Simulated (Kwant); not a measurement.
Model system: In0.53Ga0.47As/In0.52Al0.48As stack with 1 barrier. One parabolic valley. Leads of mass 0.041 mₑ with the band edge at 0; grid 0.1 nm; bias swept from 0.0208 to 0.44254 V, dropping linearly over the stack. Emitter Fermi level 0.09 eV, 77 K, equal in the collector.

```tsv
layer	thickness (nm)	band offset (eV)	mass (mₑ)
1	2.3	0.52	0.075
```

The device is made up for the run: typed textbook-type constants, with dimensions and the other settings drawn at random.

Kwant, one-band effective-mass tight-binding model in one dimension, coherent, no space charge, current by the Tsu-Esaki formula.

**Question.** Tabulate J (A/cm²) against bias (V).

**Answer.** 
```tsv
bias (V)	J (A/cm²)
0.02080	28400
0.05595	64300
0.09109	82700
0.1262	93500
0.1614	103000
0.1965	113000
0.2317	122000
0.2668	131000
0.3020	140000
0.3371	150000
0.3723	159000
0.4074	169000
0.4425	180000
```
